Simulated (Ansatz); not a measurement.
SiGe (model structure, Pmma, No. 51, 4 atoms in the cell), treated with PBE in Ansatz (PAW).

The input as run:

Ansatz 0.2 input:
```yaml
crystal:
  lattice:
    - [3.9577090716, 0.0, 0.0]
    - [0.0, 3.9642427701, 0.0]
    - [0.0, 0.0, 5.6021495427]
  atoms:
    - { symbol: Si, position: [0.75, 0.0, 0.8809555443] }
    - { symbol: Si, position: [0.25, 0.0, 0.1190444557] }
    - { symbol: Ge, position: [0.25, 0.5, 0.3685799875] }
    - { symbol: Ge, position: [0.75, 0.5, 0.6314200125] }
basis:
  ecutwfc: 520
  ecutrho_ratio: 4
  xc_grid: 2
kpoints:
  mp_grid: { grid: [10, 10, 6] }
  band_path:
    path:
      - [0.0, 0.0, 0.0]
      - [0.071429, 0.0, 0.0]
      - [0.142857, 0.0, 0.0]
      - [0.214286, 0.0, 0.0]
      - [0.285714, 0.0, 0.0]
      - [0.357143, 0.0, 0.0]
      - [0.428571, 0.0, 0.0]
      - [0.5, 0.0, 0.0]
      - [0.5, 0.071429, 0.0]
      - [0.5, 0.142857, 0.0]
      - [0.5, 0.214286, 0.0]
      - [0.5, 0.285714, 0.0]
      - [0.5, 0.357143, 0.0]
      - [0.5, 0.428571, 0.0]
      - [0.5, 0.5, 0.0]
      - [0.428571, 0.5, 0.0]
      - [0.357143, 0.5, 0.0]
      - [0.285714, 0.5, 0.0]
      - [0.214286, 0.5, 0.0]
      - [0.142857, 0.5, 0.0]
      - [0.071429, 0.5, 0.0]
      - [0.0, 0.5, 0.0]
      - [0.0, 0.428571, 0.0]
      - [0.0, 0.357143, 0.0]
      - [0.0, 0.285714, 0.0]
      - [0.0, 0.214286, 0.0]
      - [0.0, 0.142857, 0.0]
      - [0.0, 0.071429, 0.0]
      - [0.0, 0.0, 0.1]
      - [0.0, 0.0, 0.2]
      - [0.0, 0.0, 0.3]
      - [0.0, 0.0, 0.4]
      - [0.0, 0.0, 0.5]
      - [0.071429, 0.0, 0.5]
      - [0.142857, 0.0, 0.5]
      - [0.214286, 0.0, 0.5]
      - [0.285714, 0.0, 0.5]
      - [0.357143, 0.0, 0.5]
      - [0.428571, 0.0, 0.5]
      - [0.5, 0.0, 0.5]
      - [0.5, 0.071429, 0.5]
      - [0.5, 0.142857, 0.5]
      - [0.5, 0.214286, 0.5]
      - [0.5, 0.285714, 0.5]
      - [0.5, 0.357143, 0.5]
      - [0.5, 0.428571, 0.5]
      - [0.5, 0.5, 0.5]
      - [0.428571, 0.5, 0.5]
      - [0.357143, 0.5, 0.5]
      - [0.285714, 0.5, 0.5]
      - [0.214286, 0.5, 0.5]
      - [0.142857, 0.5, 0.5]
      - [0.071429, 0.5, 0.5]
      - [0.0, 0.5, 0.5]
      - [0.0, 0.428571, 0.5]
      - [0.0, 0.357143, 0.5]
      - [0.0, 0.285714, 0.5]
      - [0.0, 0.214286, 0.5]
      - [0.0, 0.142857, 0.5]
      - [0.0, 0.071429, 0.5]
      - [0.5, 0.0, 0.1]
      - [0.5, 0.0, 0.2]
      - [0.5, 0.0, 0.3]
      - [0.5, 0.0, 0.4]
      - [0.0, 0.5, 0.1]
      - [0.0, 0.5, 0.2]
      - [0.0, 0.5, 0.3]
      - [0.0, 0.5, 0.4]
      - [0.5, 0.5, 0.1]
      - [0.5, 0.5, 0.2]
      - [0.5, 0.5, 0.3]
      - [0.5, 0.5, 0.4]
    npoints: 1
hamiltonian:
  xc: pbe
  dispersion: none
  pseudopotentials: { kind: paw }
scf:
  occupations: { method: fermi_dirac, width: 0.01 }
  convergence: { dr2_threshold: 0.0000000004 }
output:
  forces: true
  stress: true
  eigenvalues: true
  write_bands: true
```

Excerpt of the program's output:

```
Crystal: 4 atoms, lattice volume = 87.894 Å³
Basis set: ecut = 520 eV, 2405 PW (Γ), exchange–correlation on 60×60×90 points (8 copies of the dense FFT grid, shifted against one another)
Bands: 22, of which v1, the nominal top of the filled ones, is band 18 counted from 1 (17 counted from 0)
Symmetry: 8 space group operations
Space group: Pmma (ITA 51), of the structure as read, at distance tolerance 4.4e-5 Å
k-points: 144 of 600
Functional: x = pbe(κ = 0.804, μ = 0.2195149727645171), c = pbe(β = 0.06672455060314922)
SCF iter   1: F=—  HF=-9861.517652 eV  |F-HF|=—  |Δ(HF+E_count)|=         —  Δρ=1.36e-3  dr2=1.67e-3
SCF iter   2: F=—  HF=-9861.517034 eV  |F-HF|=—  |Δ(HF+E_count)|=   6.18e-4  Δρ=8.46e-4  dr2=6.65e-4
  ...
SCF iter   8: F=—  HF=-9861.517049 eV  |F-HF|=—  |Δ(HF+E_count)|=   5.03e-9  Δρ=1.09e-6  dr2=5.88e-10
SCF iter   9: F=-9861.517049 eV  HF=-9861.517049 eV  |F-HF|=3.64e-12  |Δ(HF+E_count)|=  3.77e-10  Δρ=7.30e-8  dr2=7.20e-12
SCF 1 converged in 9 iterations: F = -9861.517049 eV  dr2 = 7.20e-12
SCF converged after 9 iterations
Free energy (F): -9861.517049 eV
Internal energy: -9861.517049 eV  (E = F + TS)
E sigma→0 (E₀):  -9861.517049 eV
Fermi energy:    7.299120 eV
--- Forces (eV/Å), atoms counted from 1 ---
  atom   1  Si    -0.00000000     0.00000000    -0.00247212
  atom   2  Si     0.00000000    -0.00000000     0.00247212
  atom   3  Ge    -0.00000000     0.00000000    -0.00189863
  atom   4  Ge     0.00000000    -0.00000000     0.00189863
--- Stress (GPa, compression-positive) ---
        0.008715       0.000000      -0.000000
        0.000000      -0.003239       0.000000
       -0.000000       0.000000       0.007819
  P = ⅓ Tr σ = 0.0044 GPa (0.044 kbar)
```

Note: the relaxation could raise the start's symmetry but not lower it, so the cell can be a saddle point.

A model structure was made by putting elements into a prototype or built by hand; it is no filed structure, need not be a known phase, and can be a saddle point held by its symmetry.

Ansatz is a quantum-chemistry and plane-wave program.
